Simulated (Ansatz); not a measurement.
## The (310) surface of fcc Au in its 1x1 cell, outermost plane spacing 0.66 Å in the ideal cut

Level of theory: PBE (plane waves to 420 eV, PAW; Ansatz, an electronic-structure program).

Model: 16-atom slab, 9.9 Å thick at the start (thin: gaps and levels are the slab's own), 9x6x1 mesh, Fermi-Dirac 0.1 eV, dipole correction, all atoms relaxed; symmetry of the start imposed; no spin, no spin-orbit, no U.

- surface energy (mean of both faces) = 0.92 J/m²
- surface energy before relaxation = 1.01 J/m²
- work function of the top face = 5.00 eV
- energy released by relaxation = 0.30 eV
- cost = around 14 core-minutes (rough)
